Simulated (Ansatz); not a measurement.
Consider Te (space group P3_121, No. 152; a = 4.624 Å, c = 5.904 Å; made of chains).

The values are results of plane-wave PAW DFT at the r2SCAN level (Ansatz, a first-principles code, 500 eV), spin-orbit coupling left out, earlier PAW set, not measurements.

For the base:

| Property | Value |
|---|---|
| Width of the top valence band | 2.26 eV |
| Electron mass | 0.088 mₑ along c, 0.11 mₑ across (at H) |
| Band gap | 0.54 eV |
| Pressure | 0.00 GPa |

Now apply this change: an isotropic linear strain of +2.82 %, atoms relaxed at fixed cell.

Question: Predict the new width of the top valence band, electron mass, largest internal atomic displacement, band gap and pressure.

Answer: The width of the top valence band falls by 0.51 eV (2.26 eV → 1.75 eV); the electron mass goes from 0.088 mₑ along c, 0.11 mₑ across (at H) to 0.097 mₑ along c, 0.14 mₑ across (at H); the largest internal atomic displacement comes out as 0.069 Å; the band gap drops by 0.05 eV, from 0.54 eV to 0.49 eV; the pressure (mean of the normal stresses, compression positive) goes from zero to -1.30 GPa.

With Te present, leaving out spin-orbit coupling can change the band edges. Effective masses come from finite differences of ±0.01 Å⁻¹. Stability against distortions was not tested. No dispersion term is included, though the crystal is made of layers, chains or molecules, so its spacings can come out too wide.
